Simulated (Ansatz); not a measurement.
GaN (model structure, started from the MgO type, Pm-3n, No. 223, 12 atoms in the cell) was calculated with PBE0 (Ansatz, an electronic-structure program, plane waves, PAW).

The run printed, among other lines:

```
WARN output.stress: scf.exx.energy_threshold = 1e-6 eV is looser than the 1.2e-7 eV advised for a stress under a hybrid functional (1e-8 eV for each atom of …
Crystal: 12 atoms, lattice volume = 167.562 Å³
Basis set: ecut = 460 eV, 3743 PW (Γ), exchange–correlation on 80×80×80 points (8 copies of the dense FFT grid, shifted against one another)
Bands: 66, of which v1, the nominal top of the filled ones, is band 54 counted from 1 (53 counted from 0)
Symmetry: 48 space group operations
Space group: Pm-3n (ITA 223), of the structure as read, at distance tolerance 5.5e-5 Å
k-points: 10 of 64
Functional: x = pbe(κ = 0.804, μ = 0.2195149727645171), c = pbe(β = 0.06672455060314922), warm-up for x = 0.75 pbe(κ = 0.804, μ = 0.2195149727645171) + 0.25 exact, c = pbe(β = 0.06672455060314922)
SCF iter   1: F=—  HF=-25005.896028 eV  |F-HF|=—  |Δ(HF+E_count)|=         —  Δρ=2.60e-3  dr2=1.30e-2
SCF iter   2: F=—  HF=-25005.906085 eV  |F-HF|=—  |Δ(HF+E_count)|=   1.01e-2  Δρ=1.70e-3  dr2=3.92e-3
  ...
Crystal: 12 atoms, lattice volume = 167.562 Å³
Initial density: handed on by an earlier stage of this run
Functional: x = 0.75 pbe(κ = 0.804, μ = 0.2195149727645171) + 0.25 exact, c = pbe(β = 0.06672455060314922)
Crystal: 12 atoms, lattice volume = 167.562 Å³
SCF 3 converged in 5 iterations: F = -25009.332333 eV  dr2 = 8.70e-10
Crystal: 12 atoms, lattice volume = 167.562 Å³
SCF iter   1: F=—  HF=-25009.332333 eV  |F-HF|=—  |Δ(HF+E_count)|=         —  Δρ=3.06e-6  dr2=1.13e-8
SCF iter   2: F=-25009.332333 eV  HF=-25009.332333 eV  |F-HF|=1.16e-10  |Δ(HF+E_count)|=   3.77e-9  Δρ=6.76e-7  dr2=6.73e-10
SCF 4 converged in 2 iterations: F = -25009.332333 eV  dr2 = 6.73e-10
Free energy (F): -25009.332333 eV
Internal energy: -25009.332333 eV  (E = F + TS)
E sigma→0 (E₀):  -25009.332333 eV
Fermi energy:    7.740137 eV
--- Stress (GPa, compression-positive) ---
       -0.537078      -0.000000       0.000000
       -0.000000      -0.537078       0.000000
        0.000000       0.000000      -0.537078
  P = ⅓ Tr σ = -0.5371 GPa (-5.371 kbar)
```

Write an input file that could have produced this run (the log leaves some choices open).

This is not unique; one that fits is 
Ansatz 0.2 input:
```yaml
crystal:
  lattice:
    - [5.5130461498, 0.0, 0.0]
    - [0.0, 5.5130461498, 0.0]
    - [0.0, 0.0, 5.5130461498]
  atoms:
    - { symbol: Ga, position: [0.25, 0.0, 0.5] }
    - { symbol: Ga, position: [0.75, 0.0, 0.5] }
    - { symbol: Ga, position: [0.5, 0.75, 0.0] }
    - { symbol: Ga, position: [0.5, 0.25, 0.0] }
    - { symbol: Ga, position: [0.0, 0.5, 0.75] }
    - { symbol: Ga, position: [0.0, 0.5, 0.25] }
    - { symbol: N, position: [0.25, 0.5, 0.0] }
    - { symbol: N, position: [0.75, 0.5, 0.0] }
    - { symbol: N, position: [0.0, 0.75, 0.5] }
    - { symbol: N, position: [0.0, 0.25, 0.5] }
    - { symbol: N, position: [0.5, 0.0, 0.75] }
    - { symbol: N, position: [0.5, 0.0, 0.25] }
basis:
  ecutwfc: 460
  ecutrho_ratio: 4
  xc_grid: 2
kpoints:
  mp_grid: { grid: [4, 4, 4] }
hamiltonian:
  xc: pbe0
  dispersion: none
  pseudopotentials: { kind: paw }
scf:
  occupations: { method: fermi_dirac, width: 0.01 }
  convergence: { dr2_threshold: 0.0000000012 }
output:
  forces: true
  stress: true
  eigenvalues: true
```

The PAW data were made under PBE.

Note: the relaxation could raise the start's symmetry but not lower it, so the cell can be a saddle point. Note: cell and atoms aren't relaxed at this level (pressure -0.5 GPa).

A model structure was made by putting elements into a prototype or built by hand; it is no filed structure, need not be a known phase, and can be a saddle point held by its symmetry.
